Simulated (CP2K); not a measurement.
Worked example: self-consistent single point of BiPt (P6_3/mmc, 4 atoms in the cell) in CP2K.

Level of theory: CP2K with LDA (Pade form), GPW, DZVP-MOLOPT-SR-GTH basis, GTH-PADE potentials (GTH_POTENTIALS).

The change in words: lattice scaled by 0.98. Reference geometry:
```
BiPt
1.0
    4.39676     0.00000     0.00000
   -2.19838     3.80771     0.00000
    0.00000     0.00000     5.55247
Bi Pt
2 2
Direct
  0.33333   0.66667   0.25000
  0.66667   0.33333   0.75000
  0.00000   0.00000   0.50000
  0.00000   0.00000   0.00000
```

Reference input (self-consistent single point, DFT LDA (Pade form), GPW, DZVP-MOLOPT-SR-GTH basis, GTH-PADE potentials (GTH_POTENTIALS)): CUTOFF = 500 Ry; REL_CUTOFF = 50 Ry; SMEAR/METHOD = FERMI_DIRAC; ELECTRONIC_TEMPERATURE = 1160.45 K; KPOINTS/SCHEME = MONKHORST-PACK 7 7 5; XC_FUNCTIONAL = PADE; Bi/BASIS_SET = DZVP-MOLOPT-SR-GTH-q5; Bi/POTENTIAL = GTH-PADE-q5; Pt/BASIS_SET = DZVP-MOLOPT-SR-GTH-q18; Pt/POTENTIAL = GTH-PADE-q18; METHOD = GPW; EPS_DEFAULT = 1e-10. This run's input differs from it in these lines:

```diff
@@ -63,5 +63,5 @@
     &CELL
-      A 4.39676200 0.00000000 0.00000000
-      B -2.19838100 3.80770700 0.00000000
-      C 0.00000000 0.00000000 5.55247300
+      A 4.30882700 0.00000000 0.00000000
+      B -2.15441300 3.73155300 0.00000000
+      C 0.00000000 0.00000000 5.44142400
       PERIODIC XYZ
```

The program printed (abridged):

```
 SCF WAVEFUNCTION OPTIMIZATION

  Step     Update method      Time    Convergence         Total energy    Change
     1 NoMix/Diag. 0.20E+00      -     0.47244803      -253.3672428473 -2.53E+02
     2 Broy./Diag. 0.20E+00      -     0.02647906      -254.2315524774 -8.64E-01
     3 Broy./Diag. 0.20E+00      -     0.03866233      -253.4040225350  8.28E-01
     4 Broy./Diag. 0.20E+00      -     0.01626418      -252.6748880958  7.29E-01
     5 Broy./Diag. 0.20E+00      -     0.00620790      -252.7872234452 -1.12E-01
     6 Broy./Diag. 0.20E+00      -     0.00187010      -252.7925185563 -5.30E-03
   [... 4 lines left out ...]
    11 Broy./Diag. 0.20E+00      -     0.00002233      -252.7573463303 -3.71E-04
    12 Broy./Diag. 0.20E+00      -     0.00000568      -252.7574340795 -8.77E-05
    13 Broy./Diag. 0.20E+00      -     0.00000424      -252.7574474190 -1.33E-05
    14 Broy./Diag. 0.20E+00      -     0.00000016      -252.7574501354 -2.72E-06
  *** SCF run converged in    14 steps ***

  Overlap energy of the core charge distribution:               0.00000000179712
  Self energy of the core charge distribution:               -388.90846929381212
  Core Hamiltonian energy:                                     86.92170984191704
  Hartree energy:                                              75.36433364533038
  Exchange-correlation energy:                                -26.13267555406242
  Electronic entropic energy:                                  -0.00234877628738
  Fermi energy:                                                 0.34417105407782

  Total energy:                                              -252.75745013536908
  Total energy (extrapolated to T->0):                       -252.75627574722540

   [... lines left out ...]

 STRESS| Analytical stress tensor [bar]
 STRESS|                        x                   y                   z
 STRESS|      x       -5.91189102633E+04  -3.30852683698E-01  -4.92274479449E-07
 STRESS|      y       -3.30852683698E-01  -5.91193367600E+04   1.03190036695E-02
 STRESS|      z       -4.92274479449E-07   1.03190036695E-02  -1.00455441438E+05
 STRESS| 1/3 Trace                                            -7.28978961538E+04
```

The run converged in 14 iterations. Against the reference run the free energy goes down by 84.5 meV/atom and the pressure goes from -12.19 to -7.29 GPa.

The starting cell comes from a database of computed structures (which also holds hypothetical and non-ambient phases and stackings), without a prior relaxation at this level. Its lattice was rescaled by a random factor within 2.5 % of one. For this run, on top of that: lattice scaled by 0.98. Spin polarisation is off. Values carry the incompleteness of an atom-centred basis. With a pressure of about -7 GPa the cell is away from its equilibrium volume at this level.

Cost on one core of a shared machine: roughly 2 min.
